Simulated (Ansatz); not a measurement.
**Fe₃Ge (P6₃/mmc, No. 194, 8 atoms in the cell; start mp-21078)**

The numbers are results of PBEsol in Ansatz (PAW), not measurements.

Run with plane-wave cutoff 500 eV, 12×12×10 k mesh (along the axes of the cell as run), Fermi–Dirac smearing 0.05 eV, spin-polarised start, scalar-relativistic PAW data made under PBE.

Cell (relaxed at this level):

```cif
data_Fe6Ge2
_chemical_formula_sum 'Fe6 Ge2'
_space_group_name_H-M_alt 'P63/mmc'
_space_group_IT_number 194
_space_group_name_Hall '-P 6c 2c'
_cell_length_a 5.05622
_cell_length_b 5.05622
_cell_length_c 4.14131
_cell_angle_alpha 90.000
_cell_angle_beta 90.000
_cell_angle_gamma 120.000
loop_
_atom_site_label
_atom_site_type_symbol
_atom_site_symmetry_multiplicity
_atom_site_Wyckoff_symbol
_atom_site_fract_x
_atom_site_fract_y
_atom_site_fract_z
_atom_site_occupancy
Fe1 Fe 6 h 0.32511 0.16255 0.25000 1
Ge1 Ge 2 c 0.33333 0.66667 0.25000 1
```

For Fe₃Ge (P6₃/mmc, No. 194, 8 atoms in the cell; start mp-21078), the band gap is zero (no gap).

Note: the magnetic order was assumed, not searched for or taken from measurement; a magnet's gap depends somewhat on the PAW data; the relaxation could not lower the start's symmetry, so the cell can be a saddle point above a distorted one.

Spin–orbit coupling is not included.

It cost around 8 core-minutes (rough) of CPU time.

A start named mp-… is a Materials Project structure, which need not be a measured phase.

Ansatz is a program for electronic structure.
